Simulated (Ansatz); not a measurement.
**SiC: response to strain**

The parent structure is SiC (space group P6_3mc, No. 186).

```
SiC
1.0
    3.07808     0.00000     0.00000
   -1.53904     2.66570     0.00000
    0.00000     0.00000    10.07605
Si C
4 4
Cartesian
  0.00000   0.00000   5.04123
  0.00000   0.00000   0.00320
  0.00000   1.77713   2.52148
  1.53904   0.88857   7.55951
  0.00000   0.00000   3.15234
  0.00000   0.00000   8.19037
  0.00000   1.77713   0.62685
  1.53904   0.88857   5.66487
```

Cartesian axes are those of the cell as printed.

Strains are applied to the cell and any free atomic positions relax.

Calculations: Ansatz (a first-principles code) PBEsol, no spin-orbit coupling.

Candidates:
(a) uniaxial strain ε_zz = −2.25 %
(b) uniaxial strain ε_zz = −3.00 %
(c) uniaxial strain ε_zz = −1.50 %

Before the change:

- Band gap: 2.12 eV

Question: Order them by band gap, highest first.

Answer: (c) uniaxial strain ε_zz = −1.50 % (2.11 eV), (a) uniaxial strain ε_zz = −2.25 % (2.03 eV), (b) uniaxial strain ε_zz = −3.00 % (1.94 eV)

No phonon test of stability was made.
